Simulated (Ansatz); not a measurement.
The starting structures come from a database of crystals and need not be the phases stable at ambient conditions.

 Where the default PAW files enter, the runs use the earlier of Ansatz's two default sets.

Data:

```
Ge3N4
1.0
    5.87722     0.00000     0.00000
    0.00000     5.87722     0.00000
    2.93861    -2.93861     4.15583
Ge N
6 8
Direct
  0.37500   0.87500   0.25000
  0.87500   0.37500   0.75000
  0.37500   0.37500   0.25000
  0.37500   0.37500   0.75000
  0.00000   0.00000   0.00000
  0.75000   0.75000   0.50000
  0.61684   0.61684   0.23368
  0.13316   0.60052   0.73368
  0.14948   0.61684   0.23368
  0.13316   0.13316   0.73368
  0.61684   0.61684   0.76632
  0.60052   0.13316   0.26632
  0.61684   0.14948   0.76632
  0.13316   0.13316   0.26632
```

Space group of this cell: Fd-3m. The cell is taken as given; by PBEsol its mean pressure is -6.4 GPa.

Computed with PBEsol (plane waves, PAW; Ansatz, a first-principles code).

The current runs along the normal of the first two printed vectors; no spin-orbit coupling. Scaled by the factor s: both lengths across the current (ions clamped). Meshes 8×8×8 and 6×6 across the current in all rows.

| s | mean pressure (GPa) | slowest mid-gap decay constant κ (1/Å) |
|---|---|---|
| 0.98 | 2.9 | ? |
| 1.00 | -6.4 | 0.165 |
| 1.02 | -13.8 | 0.134 |

### Question
Take the slope of the slowest mid-gap decay constant κ against ln s from the two given rows, extrapolate to s = 0.98, and say what the run there gives.

### Answer
Slope = (0.134 − 0.165) / ln 1.02 = -1.57 1/Å. The line gives 0.165 + (-1.57) × ln 0.98 = 0.197 1/Å. The run gives 0.198 1/Å, 0.001 1/Å over the line, 4 % of the predicted step.
